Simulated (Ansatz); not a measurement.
The reference is SiO$_{2}$ (space group P4_12_12, No. 92).

```xyz
12
Lattice="5.0289 0.0000 0.0000 0.0000 5.0289 0.0000 0.0000 0.0000 7.0108" Properties=species:S:1:pos:R:3 pbc="T T T"
Si     1.4986     1.4986     0.0000
Si     4.0130     1.0159     5.2581
Si     1.0159     4.0130     1.7527
Si     3.5303     3.5303     3.5054
O      1.2050     0.5118     1.2498
O      3.7194     2.0026     4.0083
O      1.3095     3.0263     0.5029
O      3.8239     4.5171     4.7552
O      4.5171     3.8239     2.2556
O      2.0026     3.7194     3.0025
O      3.0263     1.3095     6.5079
O      0.5118     1.2050     5.7610
```

Computed with PBEsol in Ansatz (plane waves to 420 eV, PAW, no SOC), earlier PAW set.

Before the change:

| Property | Result |
|---|---|
| Gap character | direct at Γ |
| Volume per atom | 14.78 Å³ |

Modification: full substitution Si → Te, then cell and atoms are relaxed.

Question: Predict the new gap character and volume per atom.

Answer: The gap character goes from direct at Γ to indirect, k = (0, 1/3, 1/4) in the run's primitive reciprocal basis → M–Γ (50 % along); the volume per atom drops by 0.21 Å³, from 14.78 Å³ to 14.57 Å³.

With Te present, leaving out spin-orbit coupling can change the band edges. Stability against distortions was not tested.

Ansatz is a program for electronic structure.
